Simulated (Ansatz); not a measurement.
SiC (Imm2), r2SCAN with spin-orbit coupling, rigid bands (Ansatz, an electronic-structure program): Condition of this run: uniaxial stress along [110] of 15 GPa (compression positive) (the target of the relaxation). band gap 1.37 eV, N_c = 9.19e18 cm⁻³ and N_v = 3.53e19 cm⁻³ at 300 K, conductivity masses along y (a = (-0.03, 2.14, 2.20) Å; b = (2.14, -0.03, 2.20) Å; c = (2.11, 2.11, 0.00) Å) of 0.335 mₑ (electrons) and 0.484 mₑ (holes). Take k_BT = 0.02585 eV.

**Question.** What built-in voltage has an abrupt junction with N_A = 1e16 and N_D = 1e18 cm⁻³, all dopants ionised?

**Answer.** V_bi = E_g/e − (k_BT/e) ln(N_c N_v/(N_A N_D)) = 1.37 − 0.02585 × 10.39 = 1.10 V. It follows the computed gap one for one.

**Question.** Find the intrinsic carrier density and the intrinsic Fermi level.

**Answer.** n_i = √(N_c N_v) exp(−E_g/2k_BT) = 1.80e19 × exp(−26.50) = 5.6e7 cm⁻³. The level lies (k_BT/2) ln(N_v/N_c) = 17 meV from mid-gap (positive towards the conduction band). Each 0.1 eV added to the gap lowers n_i by a factor of 6.9.

**Question.** A film of it is 2 nm thick, with its normal along the direction named. Estimate the confinement energies in an infinite well.

**Answer.** ħ²π²/(2m t²) = 0.376 eV·nm²/(m/mₑ × t²) gives 281 meV for electrons and 194 meV for holes, so the gap would widen to about 1.84 eV. Finite barriers and nonparabolic bands lower this, and with several valleys or bands the heaviest mass along the normal sets the lowest level, not this average.

Rigid, parabolic bands with the computed gap; masses take one relaxation time for all states. Geometry: cell and atoms relaxed with PBEsol.
